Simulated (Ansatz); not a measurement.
The parent structure is SiC in the zinc blende structure (space group F-43m, No. 216; a = 4.356 Å).

All numbers come from plane-wave PAW DFT at the r2SCAN level (Ansatz, an electronic-structure program, 500 eV), no spin-orbit coupling.

Before the change:

```
Item                                   Result
----------------------------  ---------------
Gap between the host's bands          1.71 eV
Gap character                 indirect, Γ → X
```

The change: hole doping at 1.0×10^21 cm⁻³ (0.0207 per cell), with a uniform compensating background at fixed cell and a 300 K Fermi–Dirac width.

Q: What happens to the Fermi level from band edge, gap between the host's bands and gap character?

A: The Fermi level relative to the doped band's edge (positive inside the band; to 0.05 eV) comes out as +0.10 eV; the gap between the host's bands grows by 0.03 eV to 1.74 eV; the gap character remains indirect, Γ → X.

Carriers are added with a uniform compensating background; total energy and stress of such cells depend on the potential's zero and are not compared; many-body gap narrowing is missing at this level. Stability against distortions was not tested.
